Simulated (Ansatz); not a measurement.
SiC, response to strain

The parent structure is SiC (space group P6_3mc, No. 186; a = 3.058 Å, c = 10.012 Å). Axes: x lies along a and z along c of the hexagonal cell.

Strains are applied to the cell and any free atomic positions relax; under biaxial strain the out-of-plane vector relaxes too.

All numbers come from DFT with LDA, PAW potentials and a 420 eV plane-wave cutoff in Ansatz (a quantum-chemistry and plane-wave program), spin-orbit coupling left out.

Notes on the quantities. in-plane stress: mean in-plane stress (compression positive).

| variant | out-of-plane strain | band gap | in-plane stress |
|---|---|---|---|
| base | – | 2.18 eV | – |
| biaxial strain −3.00 %, plane normal [001], relaxed out of plane | +0.69 % | 1.90 eV | +21.0 GPa |
| biaxial strain −2.25 %, plane normal [001], relaxed out of plane | +0.51 % | 1.98 eV | +15.3 GPa |
| biaxial strain −1.50 %, plane normal [001], relaxed out of plane | +0.33 % | 2.06 eV | +9.9 GPa |

Stability against distortions was not tested.
